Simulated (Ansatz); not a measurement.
Consider the following.

End structure of the (311) surface of fcc Ag in its 1x1 cell, outermost plane spacing 1.25 Å in the ideal cut:

```yaml
crystal:
  lattice:
    - [2.93338, 0.00000, 0.00000]
    - [-1.46669, 4.86446, 0.00000]
    - [0.00000, 0.00000, 26.50000]
  atoms:
    - { symbol: Ag, position: [0.72418, 0.44979, 0.31496] }
    - { symbol: Ag, position: [0.45229, 0.90542, 0.35635] }
    - { symbol: Ag, position: [0.17689, 0.35454, 0.40602] }
    - { symbol: Ag, position: [0.90712, 0.81451, 0.45254] }
    - { symbol: Ag, position: [0.63636, 0.27273, 0.50000] }
    - { symbol: Ag, position: [0.36561, 0.73095, 0.54746] }
    - { symbol: Ag, position: [0.09584, 0.19091, 0.59398] }
    - { symbol: Ag, position: [0.82044, 0.64003, 0.64365] }
    - { symbol: Ag, position: [0.54855, 0.09566, 0.68504] }
```

Slab: 9 atoms, 10.0 Å thick at the start (thin: gaps and levels are the slab's own); k 13x8x1, smearing 0.1 eV, dipole-corrected; all atoms relaxed; held to the part of the start's symmetry that mesh and held atoms allow; no spin, no spin-orbit, no U.

What surface energy (mean of both faces) does PBE run with Ansatz (a first-principles code) give?

0.88 J/m²

What is the computed work function of the top face (PBE)?

4.21 eV
